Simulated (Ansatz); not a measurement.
Troubleshooting Ansatz (an electronic-structure program): a failed run on HfIr3 (Pm-3m, 4 atoms in the cell). The aim is a self-consistent single point with DFT, PBEsol, plane waves, default PAW files made with PBE.

Cell that was meant: a = 3.9783 Å, b = 3.9783 Å, c = 3.9783 Å, α = 90.00°, β = 90.00°, γ = 90.00°.

Part of the input:

Ansatz 0.2 input:
```yaml
    - { symbol: Ir, position: [0.500000, 0.500000, 0.000000] }
    - { symbol: Ir, position: [0.500000, 0.000000, 0.500000] }
    - { symbol: Hf, position: [0.000000, 0.000000, 0.000000] }
basis:
  ecutwfc: 30
kpoints:
  mp_grid: { grid: [6, 6, 6] }
hamiltonian:
```

Output (repeated stretches shortened):

```
Error: inconsistent input (basis.ecutwfc, kpoints): the smallest per-k basis holds n_pw = 20 plane waves (k-point 3, counted from 0 among those solved) but the deck needs at least 40 band(s) per channel, and no run solves more bands than the smallest per-k basis has plane waves; raise basis.ecutwfc until the smallest per-k basis, which caps the automatic band count, holds at least 40 plane waves
```

Task: Read the log: what does the program object to, and what is the fix?

Result: The fault is this: a cutoff meant in Ry typed as a bare number, read as eV; here the program stops on it instead of giving results. To fix it, convert the value to the unit that the key expects. The program stopped before any SCF iteration.

The sound input it was made from differs as follows (other fixes are possible):
```diff
-basis:
-  ecutwfc: 30
```

With that input, the run converged in 7 iterations: free energy E − TS (on the zero of these files) -50998.1275 eV; Fermi level (on the code's own zero) 23.45 eV; pressure -11.60 GPa (DFT, PBEsol, plane waves, default PAW files made with PBE).

On the sound input: the starting cell was generated: these elements placed on a structure prototype, without a prior relaxation; it need not be a known phase or ordering of this composition. Spin polarisation is off. With a pressure of about -12 GPa the cell is away from its equilibrium volume at this level. Ansatz's pressure includes its estimate of the finite-basis (Pulay) stress.
